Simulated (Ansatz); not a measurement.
Take Mg$_{2}$Ge in the anti-fluorite structure (space group Fm-3m, No. 225) as the base.

```xyz
3
Lattice="0.0000 3.1822 3.1822 3.1822 0.0000 3.1822 3.1822 3.1822 0.0000" Properties=species:S:1:pos:R:3 pbc="T T T"
Mg     1.5911     1.5911     1.5911
Mg     4.7733     4.7733     4.7733
Ge     0.0000     0.0000     0.0000
```

Computed with PBEsol, PAW, 420 eV (Ansatz, a first-principles code; no SOC).

For the base:

The electron mass comes out as 0.55 mₑ along k, 0.18 mₑ across (at X) and the valley order is X along ⟨100⟩ 0.08 eV; Γ 1.03 eV; L along ⟨111⟩ 1.03 eV. The pressure is 0.00 GPa.

Perturbation: an isotropic linear strain of +3.00 %, atoms relaxed at fixed cell.

**Question.** Estimate the effect on the electron mass, valley order and pressure.

**Answer.** The electron mass changes from 0.55 mₑ along k, 0.18 mₑ across (at X) to 0.55 mₑ along k, 0.19 mₑ across (at X); the valley order (the lowest conduction-band minima on the path, energy above the VBM, named in the base's zone) goes from X along ⟨100⟩ 0.08 eV; Γ 1.03 eV; L along ⟨111⟩ 1.03 eV to X along ⟨100⟩ 0.16 eV; Γ 0.56 eV; L along ⟨111⟩ 0.67 eV; the pressure goes from zero to -3.87 GPa.

The levels and masses belong to the bands next to the band gap. Masses are band curvatures over ±0.01 Å⁻¹ around the edge. Along k means along the line from Γ to the band edge. No phonon test of stability was made.
